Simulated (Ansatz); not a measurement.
Start from HfIr3 in the Cu3Au type structure (space group Pm-3m, No. 221; a = 3.924 Å; relaxed with 0.1 eV smearing). Axes: x, y, z lie along the cube axes.

All numbers come from plane-wave PAW DFT at the PBEsol level (Ansatz, a program for electronic structure, 420 eV), no SOC.

For the base:

| Quantity | Result |
|---|---|
| Pressure | 0.0 GPa |
| Shortest interatomic distance | 2.775 Å |

Now apply this change: tensile biaxial strain of 1.58 % in the plane normal to [110], as in epitaxy on a mismatched substrate; the out-of-plane cell vector and the atoms relax.

**Question.** What happens to the pressure?

**Answer.** The pressure (mean of the normal stresses, compression positive) goes from zero to -6.3 GPa.

**Question.** What does the calculation give for the energy relative to the base after the change?

**Answer.** The energy grows by 14 meV/atom.

**Question.** Predict the new shortest interatomic distance.

**Answer.** The shortest interatomic distance falls by 0.025 Å to 2.750 Å.

No phonon test of stability was made. All final runs are without spin polarisation.
